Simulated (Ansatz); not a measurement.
The parent structure is MgO in the rock salt structure (space group Fm-3m, No. 225; a = 4.214 Å). Axes: x, y, z lie along the cube axes.

The values are results of Ansatz (an electronic-structure program), PBEsol, PAW, cutoff 420 eV, without spin-orbit coupling, not measurements.

Modification: the cell is stretched by 1.50 % along z with no lateral relaxation; the atoms relax in the strained cell.

Question: Predict the stress tensor and what it implies for the stiffness.

Answer: Stress of the strained cell less that of the base (GPa, compression positive):
```
  -1.31    0.00    0.00
   0.00   -1.31    0.00
   0.00    0.00   -4.00
```

Then −Δσ_ii/ε with ε = 0.0150 gives secant stiffness values (nonlinear terms included at this strain): C33 ≈ 267 GPa, C13 ≈ 87 GPa and C23 ≈ 87 GPa.

Whether these cells are dynamically stable was not tested.
